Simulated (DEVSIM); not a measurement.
Structure: illuminated Si p-on-n cell, one wavelength, with a back-surface field, at 250 K.

Layer 1 from the left is Si, thickness (μm) 0.620, Na (cm⁻³) 1.7e18, τn (s) 4.8e-7, τp (s) 1.3e-6, absorption coefficient (cm⁻¹) 1200. Layer 2 from the left is Si, thickness (μm) 72.0, Nd (cm⁻³) 8.3e16, τn (s) 1.4e-6, τp (s) 1.4e-6, absorption coefficient (cm⁻¹) 1200. Layer 3 from the left is Si, thickness (μm) 0.660, Nd (cm⁻³) 8.2e18, τn (s) 1.4e-6, τp (s) 1.4e-6, absorption coefficient (cm⁻¹) 1200.

Left contact: ohmic, minority electron recombination velocity 6e6 cm/s. Right contact: ohmic, minority hole recombination velocity 30 cm/s. Voltage is applied to the left contact. Recombination: SRH at mid-gap, radiative, Auger. Gap narrowing is on: ΔEg = 6.92 meV × (l + √(l² + 0.5)), l = ln(N/1.3e17 cm⁻³), shared equally by both band edges. Light enters at the left, 3.4e15 photons cm⁻² s⁻¹, one pass, no reflection. Mobility is constant in doping.

The device is made up for the run: typed textbook-type constants, with dimensions and the other settings drawn at random. Values at 300 K; Nc and Nv go as T^1.5, mobilities as T to minus their exponent, the gap by Varshni's rule with the affinity fixed.

Si: gap (eV) 1.124, affinity (eV) 4.05, permittivity 11.7, Nc (cm⁻³) 2.86e19, Nv (cm⁻³) 3.1e19, μn (cm²/Vs) 1417, μp (cm²/Vs) 470, T exponent of μn 2.3, T exponent of μp 2.2, B (cm³/s) 4.7e-15, Cn (cm⁶/s) 2.8e-31, Cp (cm⁶/s) 9.9e-32, Varshni α (eV/K) 0.000473, Varshni β (K) 636.

Model (solved in DEVSIM): 1D drift-diffusion, Boltzmann statistics, complete ionisation; no tunnelling, impact ionisation, image-force lowering or self-heating.

**Question.** What does the simulation give for the potential step across the device at zero bias, the share of generated pairs collected at short circuit, the fill factor?

**Answer.** potential step across the device at zero bias 1.011 V; share of generated pairs collected at short circuit 0.841; fill factor 0.84.
